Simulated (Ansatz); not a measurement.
# AgCl in the CsCl type structure (space group Pm-3m, No. 221; a model cell, its experimental status unchecked)

```cif
data_AgCl
_chemical_formula_sum 'Ag1 Cl1'
_space_group_name_H-M_alt 'P 1'
_space_group_IT_number 1
_cell_length_a 3.39485
_cell_length_b 3.39485
_cell_length_c 3.39485
_cell_angle_alpha 90.000
_cell_angle_beta 90.000
_cell_angle_gamma 90.000
loop_
_space_group_symop_operation_xyz
  'x, y, z'
loop_
_atom_site_label
_atom_site_type_symbol
_atom_site_fract_x
_atom_site_fract_y
_atom_site_fract_z
_atom_site_occupancy
Ag1 Ag 0.00000 0.00000 0.00000 1
Cl1 Cl 0.50000 0.50000 0.50000 1
```

Computed with r2SCAN (Ansatz, a quantum-chemistry and plane-wave program; PAW; 500 eV plane waves; no spin-orbit coupling). Γ-centred 10×10×10 mesh, Fermi–Dirac width 0.05 eV.

```yaml
volume_per_atom: 19.56 Å³
density: 6.08 g/cm³
band_gap: 1.23 eV, indirect, X → Γ
electron_mass: 0.23 mₑ
Hole mass (degenerate bands, along [100]): 0.35, 1.9 mₑ
Lowest conduction-band minima above the VBM: Γ 1.23 eV
total_energy: -4344.251 eV/atom (σ→0; compares only within this code and set-up)
```

Masses are band curvatures over ±0.01 Å⁻¹ around the edge. No phonon test of stability was made. This is not the structure that AgCl has at room temperature and ambient pressure.
